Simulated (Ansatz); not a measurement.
System: PbI2 (P6₃mc, No. 186). Method: HSE06 (Ansatz, a program for electronic structure, PAW).

Settings: plane-wave cutoff 460 eV, 6×6×2 k mesh (along the axes of the cell as run), Fermi–Dirac smearing 0.01 eV, scalar-relativistic PAW data made under PBE.

Cell (relaxed with PBEsol):

```
CELL_PARAMETERS angstrom
      4.53950     0.00000     0.00000
     -2.26975     3.93132     0.00000
      0.00000     0.00000    14.20974
ATOMIC_POSITIONS crystal
  Pb 0.66667 0.33333 0.50001
  Pb 0.33333 0.66667 0.00001
  I  0.66667 0.33333 0.86886
  I  0.33333 0.66667 0.36886
  I  0.00000 0.00000 0.13112
  I  0.00000 0.00000 0.63112
```

### Question
Estimate the band gap that the calculation returns.

### Answer

band gap: 2.98 eV (on the SCF k mesh)

Note: the cell comes from a level without a dispersion term, which matters for the spacing of layers, chains or molecules; cell and atoms aren't relaxed at this level (pressure 1.2 GPa).

Spin–orbit coupling is not included; with these elements it can move the gap by several tenths of an eV or more.

Static lattice: no zero-point or thermal effects.
